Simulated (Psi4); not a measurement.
Psi4 1.11, PBE/def2-svp: B(F)(OH)(OEt) (CCOB(O)F), 12 atoms. The geometry is a generated start, not checked to be a minimum at this level.

```json
{
 "task": "energy",
 "method": "pbe",
 "basis": "def2-svp",
 "memory": "3 GB",
 "maxiter": "100",
 "keys_of_the_molecule_block": "symmetry c1",
 "scf_type": "df (default)",
 "guess": "auto, which took SAD (default)",
 "scf_initial_accelerator": "adiis (default)",
 "e_convergence": "1e-06 (default)",
 "d_convergence": "1e-06 (default)",
 "dft_radial_points": "75 (default)",
 "dft_spherical_points": "302 (default)",
 "basis_functions": "114",
 "grid_points": "257257"
}
```

```xyz
12

B     -0.3472     1.6788     0.1530
F     -0.4209     2.8253    -0.5478
O     -1.0191     1.5919     1.3207
H     -1.4969     2.3845     1.5615
O      0.4071     0.7217    -0.3780
C      0.6051    -0.5582     0.2043
C      0.2153    -1.6445    -0.7891
H      1.6704    -0.6330     0.4493
H      0.0207    -0.6433     1.1251
H      0.7341    -1.4835    -1.7296
H      0.4857    -2.6191    -0.3945
H     -0.8544    -1.6207    -0.9751
```

One run each on 2 threads. Values of diis_max_vecs tried: 3, 6, 10 (default), 20.

Predict the course of the SCF iterations along this series.

Fewest SCF iterations, within one of each other: 6 with 10, 10 (default) with 10, 20 with 10. The count rises to 17 at 3. All converge to one solution.

```tsv
diis_max_vecs	SCF iterations	end
3	17	same solution
6	10	same solution
10 (default)	10	same solution
20	10	same solution
```
